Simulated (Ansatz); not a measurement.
Ag on the 1x1 (101) surface of tetragonal HfO2 (a metastable polymorph) (cut with top plane O), one in a 2x1 cell, energies for each (46.0 Å²). Energies are against an atom of fcc Ag, without zero-point or thermal terms; each row is named by its start (#2, #3: further inequivalent places of a kind).

Host crystal: tetragonal HfO2, with a band gap (PBE, scalar-relativistic without spin-orbit coupling).

Method: PBE (plane waves to 420 eV, PAW; Ansatz, an electronic-structure program).

Set-up: 37 atoms, 7.6 Å thick at the start under the adsorbate (thin: gaps and levels are the slab's own); mesh 3x3x1; 0.01 eV smearing; dipole correction on; 16 atoms held, the rest relaxed; each run with such symmetry as its start has; spin-polarised, no spin-orbit, no U, no dispersion correction.

A negative adsorption energy means that the adsorbate is more stable on the surface than in its reference. Starts that drift may end in the same place. Heights count from the host atoms within 0.3 Å of the top one.

| starting site | E_ads (eV) | height (Å) | nearest host atom (Å) | bonded to | change of the vacuum step (eV) | lateral drift (Å) | moment (μB) |
|---|---|---|---|---|---|---|---|
| top O | 2.17 | 1.94 | O 2.35 | 2 Hf + O | 0.00 | 1.4 | 1.0 |
| top O #2 | 2.12 | 1.87 | O 2.39 | Hf + O | -0.17 | 1.3 | 1.0 |
| top Hf | 2.29 | 2.35 | O 2.53 | Hf | 0.22 | 0.6 | 1.0 |
| over Hf at depth 1.0 Å | 2.13 | 2.00 | O 2.78 | Hf | -0.33 | 0.6 | 1.0 |
| over O at depth 1.5 Å | 2.17 | 1.96 | O 2.35 | 2 Hf + O | 0.02 | 0.7 | 1.0 |
| hollow beside Hf | 2.29 | 2.35 | O 2.53 | Hf | 0.21 | 0.9 | 1.0 |
| hollow Hf-Hf-O-O-O over O at depth 1.8 Å | 2.13 | 2.00 | O 2.77 | Hf | -0.33 | 1.4 | 1.0 |
| bridge Hf-O (span 2.0 Å) | 2.12 | 1.88 | O 2.39 | Hf + O | -0.16 | 2.0 | 1.0 |
| bridge O-O (span 4.0 Å) | 2.01 | 1.73 | O 2.30 | Hf + O | -0.25 | 1.0 | 1.0 |
